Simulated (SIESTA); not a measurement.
SIESTA run on Sb (Pm-3m, 1 atom in the cell): self-consistent single point.

Method of the run: LDA PW92, numerical atomic orbitals DZP, PseudoDojo LDA standard norm-conserving potentials (rewritten from UPF to PSML) run with SIESTA.

```
Sb
1.0
    3.15148     0.00000     0.00000
    0.00000     3.15148     0.00000
    0.00000     0.00000     3.15148
Sb
1
Cartesian
  0.00000   0.00000   0.00000
```

Reference input (self-consistent single point, DFT, GGA PBEsol, numerical atomic orbitals DZP, PseudoDojo PBEsol standard norm-conserving potentials (rewritten from UPF to PSML)): XC.functional = GGA; XC.authors = PBEsol; potentials = PseudoDojo PBEsol standard; PAO.BasisSize = DZP; PAO.EnergyShift = 0.01 Ry; MeshCutoff = 300 Ry; kgrid.MonkhorstPack = 14 14 14; OccupationFunction = MP; OccupationMPOrder = 0; ElectronicTemperature = 3156.43 K; MaxSCFIterations = 150; SCF.Mixer.Method = Pulay. This run's input differs from it in these lines:

```diff
@@ -1,2 +1,2 @@
-# files in the folder: Sb.psml (PseudoDojo PBEsol standard)
+# files in the folder: Sb.psml (PseudoDojo LDA standard)
 SystemName  Sb
@@ -20,4 +20,4 @@
 
-XC.functional                GGA
-XC.authors                   PBEsol
+XC.functional                LDA
+XC.authors                   PW92
 PAO.BasisSize                DZP
```

The program printed (abridged):

```
        iscf     Eharris(eV)        E_KS(eV)     FreeEng(eV)     dDmax    Ef(eV) dHmax(eV)
   scf:    1    -2468.400293    -2467.023632    -2467.043855  0.547655 -3.454222  2.887045
   scf:    2    -2467.109595    -2467.067508    -2467.087631  0.035471 -3.541812  2.108290
   scf:    3    -2467.153415    -2467.116363    -2467.136098  0.082046 -3.775095  0.035277
   scf:    4    -2467.116238    -2467.116317    -2467.136051  0.004644 -3.776398  0.087491
   scf:    5    -2467.116426    -2467.116381    -2467.136132  0.003203 -3.767376  0.002763
   scf:    6    -2467.116379    -2467.116380    -2467.136132  0.000105 -3.767144  0.000196
mix: Pulay -- inversion failed, > SVD [rank/size] 3 / 5
   scf:    7    -2467.116380    -2467.116380    -2467.136132  0.000007 -3.767157  0.000009
SCF Convergence by DM+H criterion
max |DM_out - DM_in|         :     0.0000070897
max |H_out - H_in|      (eV) :     0.0000085413
SCF cycle converged after 7 iterations

Using DM_out to compute the final energy and forces

siesta: E_KS(eV) =            -2467.1164

siesta: E_KS - E_eggbox =     -2467.1164

siesta: Atomic forces (eV/Ang):
     1   -0.000000   -0.000000   -0.000000
   Tot   -0.000000   -0.000000   -0.000000
   Max    0.000000
   Res    0.000000    sqrt( Sum f_i^2 / 3N )
   Max    0.000000    constrained

Stress tensor Voigt[x,y,z,yz,xz,xy] (kbar):       53.27       53.27       53.27       -0.00        0.00        0.00
(Free)E + p*V (eV/cell)    -2468.1768
Target enthalpy (eV/cell)    -2467.1361

siesta: Program's energy decomposition (eV):
siesta: FreeEng =     -2467.136132

siesta: Stress tensor (static) (eV/Ang**3):
   [... lines left out ...]
siesta: Cell volume =         31.300011 Ang**3
siesta:         -53.26791682        -53.26791682  kBar
   [... lines left out ...]
               4dxy    4dyz    4dz2    4dxz    4dx2-y2 5dxy    5dyz    5dz2
               5dxz    5dx2-y2
   1 15.000   1.665   0.093   0.775   0.775   0.775   0.150   0.150   0.150
              2.005   2.005   2.006   2.005   2.006   0.038   0.038   0.163

              0.038   0.163

mulliken: Qtot =       15.000

Mulliken Atomic Populations:
Atom #   charge [q] valence [e]  Species
     1     0.000000   15.000000  Sb
 Total     0.000000
```

The run converged in 7 iterations. Against the reference run the pressure goes from -4.17 to -5.33 GPa.

The starting cell comes from a database of computed structures (which also holds hypothetical and non-ambient phases and stackings), without a prior relaxation at this level. Its lattice was rescaled by a random factor within 2.5 % of one. Values carry the incompleteness of an atom-centred basis. With a pressure of about -5 GPa the cell is away from its equilibrium volume at this level.
